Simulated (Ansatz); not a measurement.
Cells marked so need not be the phases stable at ambient conditions, and some may be hypothetical.

The gap is the functional's own. No spin-orbit coupling. Mid-gap values are interpolated on the energy grid.

A. Ba2NF (R-3m, not sure to be the ambient phase, 4 atoms a cell, 23.4 Å³ an atom), along the normal of (110)
B. WCl₆ (R-3, not sure to be the ambient phase, 7 atoms a cell, 25.9 Å³ an atom), along the normal of (101)
C. ScAgSe₂ (P-3m1, not sure to be the ambient phase, 4 atoms a cell, 21.8 Å³ an atom), along the normal of (111)

Q: Put the candidates in order of mid-gap decay constant of the slowest evanescent state, highest first, for r2SCAN run with Ansatz (an electronic-structure program).

A: B (0.29 1/Å), A (0.25 1/Å), C (0.13 1/Å)
